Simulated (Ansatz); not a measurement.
System: fluorite HfO2 (high-temperature phase). Method: r²SCAN+rVV10 in Ansatz (plane waves, PAW).

Numerical settings: plane-wave cutoff 600 eV, 8×8×8 k mesh, scalar-relativistic PAW data made under PBE.

Computed at the level's own relaxed cell.

```
HfO2
1.0
    0.00000     2.52339     2.52339
    2.52339     0.00000     2.52339
    2.52339     2.52339     0.00000
Hf O
1 2
Cartesian
  0.00000   0.00000   0.00000
  1.26169   1.26169   1.26169
  3.78508   3.78508   3.78508
```

Give the elastic tensor (Voigt notation, GPa, ions relaxed, in the Cartesian axes of the cell as printed).


```
  606.4   111.0   111.0     0.0     0.0     0.0
  111.0   606.4   111.0     0.0     0.0     0.0
  111.0   111.0   606.4     0.0     0.0     0.0
    0.0     0.0     0.0    75.4     0.0     0.0
    0.0     0.0     0.0     0.0    75.4     0.0
    0.0     0.0     0.0     0.0     0.0    75.4
```

Note: symmetry holds this phase in the static calculation, where it need not be a minimum; held by symmetry at 0 K, a high-temperature phase can be a saddle point.

Spin–orbit coupling is not included.

Static lattice: no zero-point or thermal effects.

Ansatz is a quantum-chemistry and plane-wave program.
